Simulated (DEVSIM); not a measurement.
Device: Si p+/n-/n+ power diode, at 300 K.

Layer 1 from the left is Si, thickness (μm) 0.920, Na (cm⁻³) 1.5e18, τn (s) 4.6e-7, τp (s) 4.6e-7. Layer 2 from the left is Si, thickness (μm) 5.20, Nd (cm⁻³) 1.3e14, τn (s) 4.6e-7, τp (s) 4.6e-7. Layer 3 from the left is Si, thickness (μm) 4.40, Nd (cm⁻³) 2.5e18, τn (s) 4.6e-7, τp (s) 4.6e-7.

Left contact: ohmic. Right contact: ohmic. Voltage is applied to the left contact. Recombination: SRH at mid-gap. Mobility is μmin + (μ − μmin)/(1 + (N/Nref)^α).

The device is made up for the run: typed textbook-type constants, with dimensions and the other settings drawn at random. Values at 300 K.

Si: gap (eV) 1.124, affinity (eV) 4.05, permittivity 11.7, Nc (cm⁻³) 2.86e19, Nv (cm⁻³) 3.1e19, μn (cm²/Vs) 1417, μp (cm²/Vs) 470, μn,min 52, μp,min 45, Nref,n 9.7e16, Nref,p 2.2e17, αn 0.68, αp 0.72.

Simulated with DEVSIM: 1D drift-diffusion, Boltzmann statistics, complete ionisation; no tunnelling, impact ionisation, image-force lowering or self-heating.

Question: What does the simulation give for the dark forward voltage at 1 A/cm², the dark forward voltage at 100 A/cm²?

Answer: dark forward voltage at 1 A/cm² 0.692 V; dark forward voltage at 100 A/cm² 0.837 V.
